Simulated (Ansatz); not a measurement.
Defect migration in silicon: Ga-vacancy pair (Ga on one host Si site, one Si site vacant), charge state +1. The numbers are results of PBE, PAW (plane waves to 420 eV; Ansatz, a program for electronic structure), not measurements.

64-site cell at the relaxed PBE lattice, a 2×2×2 k-point mesh shifted by half a step, smearing 0.01 eV, spin-restricted, no finite-size correction. No zero-point or tunnelling terms. The charge state is imposed; whether it is stable for some Fermi level was not computed. Forms of the defect that were not tried may lie lower.

Barriers: single points on a 3×3×3 k-point mesh shifted by half a step at the bands' geometries.

The step: direct exchange of Ga with the vacancy (Ga-vacancy distance between ideal sites 2.37 Å throughout). Atoms about the jump, Cartesian Å from the middle of the jump, before and after:

| atom | x0 | y0 | z0 | x1 | y1 | z1 |
|---|---|---|---|---|---|---|
| Ga1 | -0.80 | 0.80 | 0.80 | 0.80 | -0.80 | -0.80 |
| Si2 | 2.03 | 0.65 | -2.04 | 2.08 | 0.76 | -2.08 |
| Si3 | 0.76 | 2.08 | 2.08 | 0.65 | 2.03 | 2.04 |
| Si4 | 2.04 | -2.04 | 0.66 | 2.08 | -2.08 | 0.76 |
| Si5 | -2.08 | 2.08 | -0.76 | -2.04 | 2.04 | -0.66 |
| Si6 | -0.65 | -2.04 | -2.04 | -0.76 | -2.08 | -2.08 |
| Si7 | -2.08 | -0.76 | 2.08 | -2.04 | -0.65 | 2.04 |

Question: Give the saddle-point geometry and the barrier.

Answer: 
```
atom      x      y      z
----  -----  -----  -----
Ga1    0.01   0.01   0.00
Si2    1.94   0.73  -1.94
Si3    0.72   1.94   1.94
Si4    1.94  -1.93   0.72
Si5   -1.94   1.94  -0.72
Si6   -0.72  -1.93  -1.94
Si7   -1.94  -0.71   1.94
```
It lies 0.23 eV above the start and 0.23 eV above the end. The program found a first-order saddle point.
